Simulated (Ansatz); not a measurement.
CsCl-type RbBr (model structure) was calculated with r²SCAN (Ansatz, a program for electronic structure, plane waves, PAW).

Run with plane-wave cutoff 500 eV, 8×8×8 k mesh, gaussian smearing 0.02 eV, scalar-relativistic PAW data made under PBE.

Cell (relaxed at this level):

```cif
data_BrRb
_chemical_formula_sum 'Rb1 Br1'
_space_group_name_H-M_alt 'P 1'
_space_group_IT_number 1
_cell_length_a 4.12731
_cell_length_b 4.12731
_cell_length_c 4.12731
_cell_angle_alpha 90.000
_cell_angle_beta 90.000
_cell_angle_gamma 90.000
loop_
_space_group_symop_operation_xyz
  'x, y, z'
loop_
_atom_site_label
_atom_site_type_symbol
_atom_site_fract_x
_atom_site_fract_y
_atom_site_fract_z
_atom_site_occupancy
Rb1 Rb 0.00000 0.00000 0.00000 1
Br1 Br 0.50000 0.50000 0.50000 1
```

Predict the band gap.


* **band gap**: 4.83 eV (on the SCF k mesh)

Note: the relaxation could raise the start's symmetry but not lower it, so the cell can be a saddle point.

Spin–orbit coupling is not included.

The computed numbers hold no vibrational or temperature effects.

A model structure was made by putting elements into a prototype or built by hand; it is no filed structure, need not be a known phase, and can be a saddle point held by its symmetry.
